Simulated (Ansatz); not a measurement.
An Ansatz (a program for electronic structure) run: NiSi2 with a change (Ni → As); r2SCAN/PAW in Ansatz, no spin-orbit coupling, earlier PAW set.

Input:

Ansatz 0.2 input:
```yaml
crystal:
  lattice:
    - [0, 3.0662273198, 3.0662273198]
    - [3.0662273198, 0, 3.0662273198]
    - [3.0662273198, 3.0662273198, 0]
  atoms:
    - { symbol: As, position: [0, 0, 0] }
    - { symbol: Si, position: [0.25, 0.25, 0.25] }
    - { symbol: Si, position: [0.75, 0.75, 0.75] }
basis: { ecutwfc: 500, ecutrho_ratio: 4, xc_grid: 4, fft_grid_basis: typed }
kpoints: { mp_grid: { grid: [13, 13, 13] } }
hamiltonian:
  xc: r2scan
  dispersion: none
  pseudopotentials: { azcp: { folder: ./paw }, kind: paw }
scf: { occupations: { method: fermi_dirac, width: 0.05 }, convergence: { dr2_threshold: 0.0000000003 } }
output: { forces: true, stress: true }
checkpoint: { write: state.ck, write_every: 1000 }
```

Output (explanatory and most iteration lines left out):

```
Pseudopotential: As, paw, valence charge 15
Pseudopotential: Si, paw, valence charge 4
Crystal: 3 atoms, lattice volume = 57.656 Å³
Basis set: ecut = 500 eV, 1459 PW (Γ), exchange–correlation on 128×128×128 points (64 copies of the dense FFT grid, shifted against one another)
Bands: 16, of which v1, the nominal top of the filled ones, is band 12 counted from 1 (11 counted from 0)
Symmetry: 48 space group operations
Space group: Fm-3m (ITA 225), of the structure as read, at distance tolerance 3.9e-5 Å
k-points: 84 of 2197
Functional: x = r2scan, c = r2scan; τ floored in thin density (d = 2e-4 eV/Å³)
SCF iter   1: F=—  HF=-6140.050215 eV  |F-HF|=—  |Δ(HF+E_count)|=         —  Δρ=2.04e-2  dr2=2.09e-1  dr2_τ=3.30e-3  ethr=9.02e-4  ⟨swp⟩=1.0  Hψ=10076  notcnv=0
SCF iter   2: F=—  HF=-6140.085938 eV  |F-HF|=—  |Δ(HF+E_count)|=   3.57e-2  Δρ=1.38e-2  dr2=1.01e-1  dr2_τ=3.35e-4  ethr=9.02e-4  ⟨swp⟩=2.0  Hψ=1676  notcnv=0
SCF 1 converged in 9 iterations: F = -6140.094202 eV  dr2 = 3.84e-11
SCF converged after 9 iterations
Free energy (F): -6140.094202 eV
Internal energy: -6140.081060 eV  (E = F + TS)
E sigma→0 (E₀):  -6140.087631 eV
Entropy (-TS):   -0.013142 eV (-4.381 meV/atom)
Fermi energy:    8.928670 eV
--- Forces (eV/Å), atoms counted from 1 ---
  atom   1  As    -0.00000000     0.00000000    -0.00000000
  atom   2  Si     0.00000000    -0.00000000     0.00000000
  atom   3  Si     0.00000000     0.00000000     0.00000000
--- Stress (GPa, compression-positive) ---
        0.000686      -0.000000      -0.000000
       -0.000000       0.000686       0.000000
        0.000000       0.000000       0.000686
  P = ⅓ Tr σ = 0.0007 GPa (0.007 kbar)
```

Whether these cells are dynamically stable was not tested. The final runs are not spin-polarised. An odd electron count without spin: Si2As. The cell was made from NiSi2 by this change: Ni → As; the result is a hypothetical phase, not in the database extracts checked.
